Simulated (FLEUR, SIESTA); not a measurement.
A FLEUR input for a self-consistent single point of Ta₂Co (I4/mcm, 6 atoms in the cell) (DFT, PBEsol, all-electron FLAPW (FLEUR), scalar-relativistic valence):

Input of the input generator:

```
Ta2Co FLAPW
&input film=f /
-5.7488114328 5.7488114328 4.6917364332
5.7488114328 -5.7488114328 4.6917364332
5.7488114328 5.7488114328 -4.6917364332
1.0
1.0 1.0 1.0

6
73 0.1613500000 0.6613500000 0.8227000000
73 0.8386500000 0.3386500000 0.1773000000
73 0.6613500000 0.8386500000 0.5000000000
73 0.3386500000 0.1613500000 0.5000000000
27 0.7500000000 0.7500000000 0.0000000000
27 0.2500000000 0.2500000000 -0.0000000000

&comp jspins=1 /
&exco xctyp='PBEs' /
&kpt div1=6 div2=6 div3=6 gamma=t /
&end /
```

```xml
<?xml version="1.0" encoding="UTF-8" standalone="no"?>
<fleurInput fleurInputVersion="0.39">
   <comment>
      Ta2Co FLAPW                                                                                         
   </comment>
   <calculationSetup>
      <cutoffs Kmax="4.2" Gmax="16.8" GmaxXC="16.8" numbands="0"/>
      <scfLoop itmax="100" minDistance="0.00001" maxIterBroyd="15" imix="Anderson" alpha="0.05" precondParam="0.0" spinf="2.0"/>
      <coreElectrons ctail="T" frcor="F" kcrel="0" coretail_lmax="0"/>
      <xcFunctional name="PBEs" relativisticCorrections="F"/>
      <magnetism jspins="1"/>
      <soc l_soc="F" theta="0.0" phi="0.0" spav="F"/>
      <expertModes spex="0" secvar="F"/>
      <geometryOptimization l_f="T" forcealpha="1.0" forcemix="BFGS" epsdisp="0.00001" epsforce="0.00001"/>
      <ldaU l_linMix="F" mixParam="0.05" spinf="1.0"/>
   </calculationSetup>
   <cell>
      <bzIntegration valenceElectrons="138.0" mode="hist" fermiSmearingEnergy="0.00367493">
         <kPointListSelection listName="default-1"/>
         <!-- k-points included here -->
         <xi:include xmlns:xi="http://www.w3.org/2001/XInclude" href="kpts.xml"> </xi:include>
      </bzIntegration>
      <!-- symmetry operations included here -->
      <xi:include xmlns:xi="http://www.w3.org/2001/XInclude" href="sym.xml"> </xi:include>
      <bulkLattice scale="1.0">
         <bravaisMatrix>
            <row-1>   -5.7488114328000002     5.7488114328000002     4.6917364332000000</row-1>
            <row-2>    5.7488114328000002    -5.7488114328000002     4.6917364332000000</row-2>
            <row-3>    5.7488114328000002     5.7488114328000002    -4.6917364332000000</row-3>
         </bravaisMatrix>
      </bulkLattice>
   </cell>
   <atomSpecies>
      <species name="Tantalum (Ta)" element="Ta" atomicNumber="73">
         <mtSphere radius="2.40" gridPoints="827" logIncrement="0.016"/>
         <atomicCutoffs lmax="10" lnonsphr="8"/>
         <electronConfig flipSpins="F">
            <coreConfig>(1s1/2) (2s1/2) (2p1/2) (2p3/2) (3s1/2) (3p1/2) (3p3/2) (4s1/2) (3d3/2) (3d5/2) (4p1/2) (4p3/2) (4d3/2) (4d5/2)</coreConfig>
            <valenceConfig>(5s1/2) (5p1/2) (5p3/2) (6s1/2) (4f5/2) (4f7/2) (5d3/2) (5d5/2)</valenceConfig>
            <stateOccupation state="(5d3/2)" spinUp="0.6" spinDown="0.6"/>
            <stateOccupation state="(5d5/2)" spinUp="0.9" spinDown="0.9"/>
         </electronConfig>
         <energyParameters s="6" p="6" d="5" f="5"/>
         <lo type="SCLO" l="0" n="5" eDeriv="0"/>
         <lo type="SCLO" l="1" n="5" eDeriv="0"/>
         <lo type="SCLO" l="3" n="4" eDeriv="0"/>
      </species>
      <species name="Cobalt (Co)" element="Co" atomicNumber="27">
         <mtSphere radius="2.19" gridPoints="757" logIncrement="0.016"/>
         <atomicCutoffs lmax="8" lnonsphr="6"/>
         <electronConfig flipSpins="F">
            <coreConfig>(1s1/2) (2s1/2) (2p1/2) (2p3/2) (3s1/2)</coreConfig>
            <valenceConfig>(3p1/2) (3p3/2) (4s1/2) (3d3/2) (3d5/2)</valenceConfig>
            <stateOccupation state="(3d3/2)" spinUp="1.4" spinDown="1.4"/>
            <stateOccupation state="(3d5/2)" spinUp="2.1" spinDown="2.1"/>
         </electronConfig>
         <energyParameters s="4" p="4" d="3" f="4"/>
         <lo type="SCLO" l="1" n="3" eDeriv="0"/>
      </species>
   </atomSpecies>
   <atomGroups>
      <atomGroup species="Tantalum (Ta)">
         <relPos label="                   1">.1613500000 -.3386500000 -.1773000000</relPos>
         <relPos label="                   2">-.1613500000 .3386500000 .1773000000</relPos>
         <relPos label="                   3">-.3386500000 -.1613500000 1.000/2.000</relPos>
         <relPos label="                   4">.3386500000 .1613500000 1.000/2.000</relPos>
         <force calculate="T" relaxXYZ="TTT"/>
      </atomGroup>
      <atomGroup species="Cobalt (Co)">
         <relPos label="                   5">-1.000/4.000 -1.000/4.000 .0000000000</relPos>
         <relPos label="                   6">1.000/4.000 1.000/4.000 .0000000000</relPos>
         <force calculate="T" relaxXYZ="TTT"/>
      </atomGroup>
   </atomGroups>
   <output dos="F" band="F" slice="F">
      <checks vchk="F" cdinf="F"/>
      <bandDOS minEnergy="-.5*Htr" maxEnergy="0.5*Htr" sigma="0.015" storeEVData="T"/>
      <vacuumDOS vacdos="F" integ="F" star="F" nstars="0" locx1="0.0" locy1="0.0" locx2="0.0" locy2="0.0" nstm="0" tworkf="0.0"/>
      <unfoldingBand unfoldBand="F" supercellX="1" supercellY="1" supercellZ="1"/>
      <plotting iplot="0" polar="F">
         <plot TwoD="T" vec1="  1.0  0.0  0.0" vec2="  0.0  1.0  0.0" vec3="  0.0  0.0  1.0" zero="  0.0  0.0  0.0" file="plot"/>
      </plotting>
      <chargeDensitySlicing numkpt="0" minEigenval="0.0" maxEigenval="0.0" nnne="0" pallst="F"/>
      <specialOutput eonly="F"/>
      <magneticCircularDichroism mcd="F" energyLo="-10.0" energyUp="0.0"/>
   </output>
  <!-- We include the file relax.xml here to enable relaxations (see documentation) -->
  <xi:include xmlns:xi="http://www.w3.org/2001/XInclude" href="relax.xml"> <xi:fallback/> </xi:include>
</fleurInput>
```

### Question
Translate this input to SIESTA.

### Answer
This is the input that was run; spellings and numerical settings could be chosen otherwise.

```
# files in the folder: Ta.psml Co.psml (PseudoDojo PBEsol standard)
SystemName  Ta2Co
SystemLabel ta2co

NumberOfAtoms                6
NumberOfSpecies              2
%block ChemicalSpeciesLabel
  1 73 Ta
  2 27 Co
%endblock ChemicalSpeciesLabel
LatticeConstant              4.967225 Ang
%block LatticeVectors
    -0.612442561    0.612442561    0.499828375
     0.612442561   -0.612442561    0.499828375
     0.612442561    0.612442561   -0.499828375
%endblock LatticeVectors
AtomicCoordinatesFormat      Ang
%block AtomicCoordinatesAndAtomicSpecies
     4.023838578    0.981698578   -0.000000000  1
    -0.981698578    2.060441422    2.482760000  1
     2.060441422    0.981698578    2.482760000  1
     0.981698578    2.060441422    0.000000000  1
     0.000000000    0.000000000    3.724140000  2
     0.000000000    0.000000000    1.241380000  2
%endblock AtomicCoordinatesAndAtomicSpecies

XC.functional                GGA
XC.authors                   PBEsol
PAO.BasisSize                DZP
PAO.EnergyShift              0.01 Ry
MeshCutoff                   300 Ry
%block kgrid.MonkhorstPack
    6   0   0  0.0
    0   6   0  0.0
    0   0   6  0.0
%endblock kgrid.MonkhorstPack
OccupationFunction           FD
ElectronicTemperature        0.1 eV

MaxSCFIterations             150
SCF.Mixer.Method             Pulay
SCF.Mixer.Weight             0.2
SCF.Mixer.History            8
SCF.DM.Tolerance             1.0E-04
Diag.ParallelOverK           true
WriteForces                  true
Charge.Mulliken              end
```

Basis settings and potentials, where a program has them, do not carry over. This input uses DFT, GGA PBEsol, numerical atomic orbitals DZP, PseudoDojo PBEsol standard norm-conserving potentials (rewritten from UPF to PSML).

The starting cell comes from a database of computed structures (which also holds hypothetical and non-ambient phases and stackings), without a prior relaxation at this level.
